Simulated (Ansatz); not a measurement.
Consider Ti-vacancy pair (Ti on one host Al site, one Al site vacant) in fcc Al, neutral cell. Computed with PBE, PAW (plane waves to 420 eV; Ansatz, an electronic-structure program).

Settings: 32 host sites, the relaxed PBE lattice, a 4×4×4 k-point mesh shifted by half a step, smearing 0.10 eV, spin-restricted, no image-charge correction. No zero-point or tunnelling terms. Forms of the defect that were not tried may lie lower.

Barriers: single points on a 6×6×6 k-point mesh shifted by half a step at the bands' geometries.

The step: one Al atom jumps into the vacancy from a nearby Al site (Ti-vacancy distance between ideal sites 4.04 → 4.95 Å). Atoms about the jump, Cartesian Å from the middle of the jump, before and after:

```tsv
atom	x0	y0	z0	x1	y1	z1
Al1	-0.98	0.00	0.98	0.98	0.00	-0.98
Al2	-0.96	2.00	-1.02	-1.00	2.02	-1.00
Al3	1.02	2.00	0.96	1.00	2.02	1.00
Al4	-0.96	-2.00	-1.02	-1.00	-2.02	-1.00
Al5	1.02	-2.00	0.96	1.00	-2.02	1.00
Al6	3.02	0.00	0.98	3.05	0.00	0.98
Al7	-0.98	0.00	-3.02	-0.98	0.00	-3.05
Al8	1.02	0.00	3.02	0.99	0.00	2.97
Al9	-3.02	0.00	-1.02	-2.96	0.00	-0.99
Ti10	1.02	4.04	-1.02	1.01	4.04	-1.01
```

Give the saddle-point geometry and the barrier.


```tsv
atom	x	y	z
Al1	0.08	0.00	-0.08
Al2	-1.02	2.17	-1.05
Al3	1.05	2.17	1.03
Al4	-1.02	-2.16	-1.05
Al5	1.05	-2.17	1.03
Al6	2.98	0.00	0.97
Al7	-0.97	0.00	-2.98
Al8	0.96	0.00	2.94
Al9	-2.95	0.00	-0.97
Ti10	1.07	4.04	-1.06
```
It lies 0.70 eV above the start and 0.49 eV above the end. The program found a first-order saddle point.
